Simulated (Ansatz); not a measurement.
For NbNF₂ (model structure, P4/mmm, No. 123, 4 atoms in the cell), PBE (PAW; Ansatz, an electronic-structure program) gives:

| Quantity | Result |
|---|---|
| lattice constant a | 4.129 Å |
| c axis length | 3.877 Å |
| bulk modulus | 121 GPa |

**Question.** What does r²SCAN (Ansatz, PAW) give for the same quantities?

**Answer.** 
- lattice constant a: 4.095 Å (falls by 0.8 %)
- lattice parameter c: 3.862 Å (shrinks by 0.4 %)
- bulk modulus: 133 GPa (goes up by 9.9 %)

Changes are worked out from the printed values.

Unless a cell is named, each level is at its own relaxed cell (PBE 16.52, r²SCAN 16.19 Å³/atom).

Caveats: the bulk modulus is −V dP/dV from two relaxed cells at ±2 % in volume (PBE, r²SCAN). Ansatz's density-functional and Hartree–Fock values are scalar-relativistic unless marked +SOC, with PAW data made under PBE.

A model structure was made by putting elements into a prototype or built by hand; it is no filed structure, need not be a known phase, and can be a saddle point held by its symmetry.
